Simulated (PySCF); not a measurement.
PySCF 2.14.0, CCSD (frozen core)/def2-svp: N[SiH2]NC1CC1, 16 atoms. The geometry is a generated start, not checked to be a minimum at this level.

```yaml
task: ccsd
basis: def2-svp
two_electron_scheme: exact four-centre integrals
frozen_core: true
mf.init_guess: minao (default)
mf.DIIS: CDIIS (default)
mf.diis_space: 8 (default)
mf.conv_tol: 1e-09 (default)
basis functions (reference run): 138
```

On 4 threads, 1 BLAS thread. Build: conda-forge: OpenMP (GNU), OpenBLAS with its own threads, libcint, Libxc. One run each, on a shared machine, so no times are given.

Values of mol.max_memory tried: 8000 MB, 4000 MB, 2000 MB, 1000 MB, 500 MB, 300 MB, 200 MB.

### Question
Which of these memory settings still run, and by which path?

### Answer
It runs down to 200 MB, the lowest tried, with the same result. At 8000 MB: SCF integrals in memory, transformation in memory. From 2000 MB down: SCF integrals in memory, transformation through a file. From 500 MB down: direct SCF, transformation through a file.

| mol.max_memory | path | peak memory |
|---|---|---|
| 8000 MB | SCF integrals in memory, transformation in memory | 2.0 GiB |
| 4000 MB | SCF integrals in memory, transformation in memory | 2.0 GiB |
| 2000 MB | SCF integrals in memory, transformation through a file | 1.9 GiB |
| 1000 MB | SCF integrals in memory, transformation through a file | 1.9 GiB |
| 500 MB | direct SCF, transformation through a file | 1.6 GiB |
| 300 MB | direct SCF, transformation through a file | 1.6 GiB |
| 200 MB | direct SCF, transformation through a file | 1.6 GiB |

Peak memory is the kernel's count for the largest process, libraries included and scratch files not. The peak passes the setting at 2000 MB, 1000 MB, 500 MB, 300 MB, 200 MB: it is no hard cap.
